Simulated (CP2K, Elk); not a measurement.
A CP2K input for a self-consistent single point of CaAu2 (Imma, 6 atoms in the cell) (DFT PBEsol, GPW, DZVP-MOLOPT-SR-GTH basis, GTH-PBE potentials (GTH_POTENTIALS)):

```
&GLOBAL
  PROJECT scf
  RUN_TYPE ENERGY_FORCE
  PRINT_LEVEL MEDIUM
&END GLOBAL
&FORCE_EVAL
  METHOD Quickstep
  STRESS_TENSOR ANALYTICAL
  &DFT
    BASIS_SET_FILE_NAME BASIS_MOLOPT
    POTENTIAL_FILE_NAME GTH_POTENTIALS
    &QS
      METHOD GPW
      EPS_DEFAULT 1E-10
    &END QS
    &MGRID
      CUTOFF 500
      REL_CUTOFF 40
      NGRIDS 5
    &END MGRID
    &SCF
      SCF_GUESS ATOMIC
      EPS_SCF 1E-7
      MAX_SCF 100
      ADDED_MOS 11
      &DIAGONALIZATION
        ALGORITHM STANDARD
      &END DIAGONALIZATION
      &MIXING
        METHOD BROYDEN_MIXING
        ALPHA 0.2
        NBUFFER 10
      &END MIXING
      &SMEAR ON
        METHOD GAUSSIAN
        SIGMA [eV] 0.1
      &END SMEAR
    &END SCF
    &KPOINTS
      SCHEME MONKHORST-PACK 5 5 5
    &END KPOINTS
    &XC
      &XC_FUNCTIONAL
        &PBE
          PARAMETRIZATION PBESOL
        &END PBE
      &END XC_FUNCTIONAL
    &END XC
    &PRINT
      &MO
        EIGENVALUES T
        OCCUPATION_NUMBERS T
        NDIGITS 8
        FILENAME mo
        &EACH
          QS_SCF 0
        &END EACH
        ADD_LAST NUMERIC
      &END MO
      &MULLIKEN ON
      &END MULLIKEN
    &END PRINT
  &END DFT
  &SUBSYS
    &CELL
      A 5.71067700 0.00000000 0.00000000
      B -0.09117100 5.70994900 0.00000000
      C -1.61878500 -4.02707800 3.71133500
      PERIODIC XYZ
    &END CELL
    &COORD
      SCALED
      Ca       0.70770000     0.45770000     0.25000000
      Ca       0.29230000     0.54230000     0.75000000
      Au       0.30065000     0.83990000     0.46075000
      Au       0.69935000     0.16010000     0.53925000
      Au       0.87915000     0.83990000     0.03925000
      Au       0.12085000     0.16010000     0.96075000
    &END COORD
    &KIND Ca
      BASIS_SET DZVP-MOLOPT-SR-GTH
      POTENTIAL GTH-PBE-q10
    &END KIND
    &KIND Au
      BASIS_SET DZVP-MOLOPT-SR-GTH
      POTENTIAL GTH-PBE-q11
    &END KIND
  &END SUBSYS
  &PRINT
    &FORCES ON
    &END FORCES
    &STRESS_TENSOR ON
    &END STRESS_TENSOR
  &END PRINT
&END FORCE_EVAL
```

Question: Give the Elk input for the same structure, mesh, smearing and functional.

Answer: One input that does it (others would too):

```
tasks
  0

xctype
  22

rmtscf
  0.85

stype
  0

swidth
  0.00367493

maxscl
  100

avec
   -4.1756125443    6.4593635734    7.5696664888
    4.1756125443   -6.4593635734    7.5696664888
    4.1756125443    6.4593635734   -7.5696664888

atoms
  2
  'Ca.in'
  2
  0.7077000000  0.4577000000  0.2500000000    0.0 0.0 0.0
  0.2923000000  0.5423000000  0.7500000000    0.0 0.0 0.0
  'Au.in'
  4
  0.3006500000  0.8399000000  0.4607500000    0.0 0.0 0.0
  0.6993500000  0.1601000000  0.5392500000    0.0 0.0 0.0
  0.8791500000  0.8399000000  0.0392500000    0.0 0.0 0.0
  0.1208500000  0.1601000000  0.9607500000    0.0 0.0 0.0

ngridk
  5 5 5
```

Basis settings and potentials, where a program has them, do not carry over. This input uses DFT, PBEsol, all-electron FP-LAPW, Elk's shipped species files, default APW+lo basis.

The starting cell comes from a database of computed structures (which also holds hypothetical and non-ambient phases and stackings), without a prior relaxation at this level. Its lattice was rescaled by a random factor within 2.5 % of one. For this run, on top of that: lattice scaled by 0.98.
